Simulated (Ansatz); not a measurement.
All values below come from PBE (plane waves to 420 eV, PAW; Ansatz, a program for electronic structure).

Host crystal: corundum, with a band gap (PBE, scalar-relativistic without spin-orbit coupling).

Electrostatic potential energy of an electron, averaged over planes parallel to the surface, in eV from the highest filled level, for NH3 on the 1x1 (0001) surface of corundum (cut with top plane Al), one in a 1x1 cell, started at the site 'top O':

(z (Å), V (eV)): (6.02, 6.57); (6.30, 6.57); (6.59, 6.57); (6.88, 6.57); (7.16, 6.57); (7.45, 6.57); (7.73, 6.56); (8.02, 6.56); (8.31, 6.54); (8.59, 6.49); (8.88, 6.36); (9.17, 6.05); (9.45, 5.21); (9.74, 3.28); (10.03, -1.82); (10.31, -6.76); (10.60, -8.94); (10.89, -7.49); (11.17, -3.75); (11.46, -2.49); (11.74, -1.88); (12.03, -2.17); (12.32, -4.75); (12.60, -6.29); (12.89, -5.36); (13.18, -2.41); (13.46, -1.02); (13.75, -1.19); (14.04, -1.07); (14.32, -2.58); (14.61, -5.55); (14.90, -6.47); (15.18, -4.91); (15.47, -2.18); (15.76, -1.69); (16.04, -2.03); (16.33, -2.85); (16.61, -6.28); (16.90, -8.46); (17.19, -6.90); (17.47, -2.55); (17.76, 1.57); (18.05, 2.80); (18.33, 3.29); (18.62, 2.01); (18.91, 0.11); (19.19, -0.81); (19.48, -1.00); (19.77, -0.80); (20.05, 0.88); (20.34, 2.09); (20.62, 2.44); (20.91, 2.57); (21.20, 2.63); (21.48, 2.65); (21.77, 2.66); (22.06, 2.67); (22.34, 2.67); (22.63, 2.67); (22.92, 2.67); (23.20, 2.67); (23.49, 2.67); (23.78, 2.67); (24.06, 2.67)

Slab: 24 atoms, 6.7 Å thick at the start under the adsorbate (thin: gaps and levels are the slab's own); k 6x6x1, smearing 0.01 eV, dipole-corrected; 9 atoms held, the rest relaxed; no symmetry held; no spin, no spin-orbit, no U, no dispersion correction. At the end it is bonded to Al. In PBE it is, or lies within 0.03 eV of, the lowest of the starts that converged.

**Question.** The surface cell has an area of 20.03 Å². What dipole along the normal does the step between the two vacuum levels imply?

**Answer.** the top vacuum level lies 3.90 eV below the bottom one; p = −ε₀ A ΔV (ε₀ = 0.005526 e/(V·Å)) gives 0.43 e·Å a cell.
